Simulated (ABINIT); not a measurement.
Troubleshooting ABINIT: a failed run on Cr₃PdN (Pm-3m, 5 atoms in the cell). The aim is a self-consistent single point with DFT, PBEsol, plane waves, PAW (JTH v2.0 PBE PAW, files made for PBE).

Cell that was meant: a = 3.8399 Å, b = 3.8399 Å, c = 3.8399 Å, α = 90.00°, β = 90.00°, γ = 90.00°.

Part of the input:

```
ntypat 3
znucl 24 46 7
typat 1 1 1 2 3
xcart
         0.5000000000    0.0000000000    0.5000000000
         0.0000000000    0.5000000000    0.5000000000
         0.5000000000    0.5000000000    0.0000000000
```

The program printed (abridged):

```
        | Radius of the compensation sphere around atom   4 is:   2.51165
        | This leads to a (voluminal) overlap ratio of 99.9986 %
    THIS IS DANGEROUS, as PAW formalism assumes non-overlapping compensation densities.
...

--- !ERROR
src_file: m_paw_tools.F90
src_line: 248
mpi_rank: 0
message: |
    Action: 1- decrease cutoff radius of PAW dataset
        OR  2- ajust "pawovlp" input variable to allow overlap (risky)
...

 abinit_abort: decision taken to exit. Check above messages for more info
Abort(13) on node 0 (rank 0 in comm 0): application called MPI_Abort(MPI_COMM_WORLD, 13) - process 0

--- !ERROR
src_file: m_paw_tools.F90
src_line: 233
mpi_rank: 0
message: |
    PAW SPHERES ARE OVERLAPPING!
       There are    10 pairs of overlapping atoms.
       The maximum overlap percentage is obtained for the atoms   1 and   4.
        | Distance between atoms   1 and   4 is  :   0.70711
        | PAW radius of the sphere around atom   1 is:   2.10818
        | PAW radius of the sphere around atom   4 is:   2.51165
        | This leads to a (voluminal) overlap ratio of 94.5245 %
    THIS IS DANGEROUS, as PAW formalism assumes non-overlapping PAW spheres.
...

--- !ERROR
src_file: m_paw_tools.F90
src_line: 233
mpi_rank: 0
message: |
    PAW COMPENSATION DENSITIES ARE OVERLAPPING !
       There are    10 pairs of overlapping atoms.
       The maximum overlap percentage is obtained for the atoms   1 and   4.
        | Distance between atoms   1 and   4 is  :   0.70711
        | Radius of the compensation sphere around atom   1 is:   1.80036
        | Radius of the compensation sphere around atom   4 is:   2.51165
        | This leads to a (voluminal) overlap ratio of 99.9986 %
    THIS IS DANGEROUS, as PAW formalism assumes non-overlapping compensation densities.
...

--- !ERROR
src_file: m_paw_tools.F90
src_line: 248
mpi_rank: 0
message: |
    Action: 1- decrease cutoff radius of PAW dataset
        OR  2- ajust "pawovlp" input variable to allow overlap (risky)
...
```

Q: From the messages shown, name the fault and mend the input.

A: The fault is this: reduced positions under xcart; here the program stops on it instead of giving results. To fix it, make label and numbers agree, by changing either. The program stopped before any SCF iteration.

An input that runs soundly differs in these lines (not the only fix; some lines may just follow from the change or write a value another way):
```diff
-xcart
+xred
```

With that input, the run converged in 41 iterations: free energy E − TS -10908.89 eV; Fermi level (on the code's own zero) 10.77 eV; pressure -10.62 GPa (DFT, PBEsol, plane waves, PAW (JTH v2.0 PBE PAW, files made for PBE)).

On the sound input: the starting cell comes from a database of computed structures (which also holds hypothetical and non-ambient phases and stackings), without a prior relaxation at this level. Spin polarisation is off; with an odd number of electrons in the cell that forces a metal, and a magnetic state may lie lower. The potentials were made for another functional than the one used. With a pressure of about -11 GPa the cell is away from its equilibrium volume at this level.
